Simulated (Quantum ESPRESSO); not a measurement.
A self-consistent single point of AlP (F-43m, 2 atoms in the cell) with Quantum ESPRESSO.

Method: PBE, PseudoDojo stringent norm-conserving (PBE) pseudopotentials (plane waves; Quantum ESPRESSO).

```xyz
2
Lattice="0.0000 2.7365 2.7365 2.7365 0.0000 2.7365 2.7365 2.7365 0.0000" Properties=species:S:1:pos:R:3 pbc="T T T"
Al     0.0000     0.0000     0.0000
P      4.1047     4.1047     4.1047
```

Reference input (self-consistent single point, DFT, PBE, plane waves, PseudoDojo stringent norm-conserving (PBE) pseudopotentials): ecutwfc = 45 Ry; occupations = smearing; smearing = gaussian; degauss = 0.000734986 Ry; potentials = {Al: Al.upf, P: P.upf}; K_POINTS = automatic 10 10 10 0 0 0; conv_thr = 1e-10 Ry; mixing_beta = 0.7. This run's input differs from it in these lines:

```diff
@@ -32,3 +32,3 @@
 K_POINTS {automatic}
-10 10 10  0 0 0
+5 5 5  0 0 0
```

The program printed (abridged):

```
     Self-consistent Calculation

     iteration #  1     ecut=    45.00 Ry     beta= 0.70

     total energy              =     -18.55292899 Ry
     estimated scf accuracy    <       0.09466781 Ry

     iteration #  2     ecut=    45.00 Ry     beta= 0.70

     total energy              =     -18.57291414 Ry
     estimated scf accuracy    <       0.01330739 Ry

     iteration #  3     ecut=    45.00 Ry     beta= 0.70

     total energy              =     -18.57524776 Ry
     estimated scf accuracy    <       0.00052045 Ry

   [... 3 blocks of this kind left out ...]

     iteration #  7     ecut=    45.00 Ry     beta= 0.70

     total energy              =     -18.57530992 Ry
     estimated scf accuracy    <          1.2E-09 Ry

     iteration #  8     ecut=    45.00 Ry     beta= 0.70
     End of self-consistent calculation

     the Fermi energy is     5.4397 ev

!    total energy              =     -18.57530992 Ry
     estimated scf accuracy    <          3.6E-11 Ry
     smearing contrib. (-TS)   =      -0.00000000 Ry
     internal energy E=F+TS    =     -18.57530992 Ry

     convergence has been achieved in   8 iterations

     Forces acting on atoms (cartesian axes, Ry/au):

     atom    1 type  1   force =    -0.00000000   -0.00000000   -0.00000000
     atom    2 type  2   force =    -0.00000000    0.00000000   -0.00000000

     Total force =     0.000000     Total SCF correction =     0.000000

          total   stress  (Ry/bohr**3)                   (kbar)     P=       16.87
   0.00011470   0.00000000   0.00000000           16.87        0.00        0.00
   0.00000000   0.00011470   0.00000000            0.00       16.87        0.00
   0.00000000   0.00000000   0.00011470            0.00        0.00       16.87

   JOB DONE.
```

The run converged in 8 iterations. Against the reference run the free energy goes up by 13.7 meV/atom, the pressure goes from 1.57 to 1.69 GPa and the gap on the mesh goes from 1.590 to 1.825 eV.

The starting cell comes from a database of computed structures (which also holds hypothetical and non-ambient phases and stackings), without a prior relaxation at this level. Another mesh or the band path of this cell gives a smaller gap, so this value is not converged in the mesh.
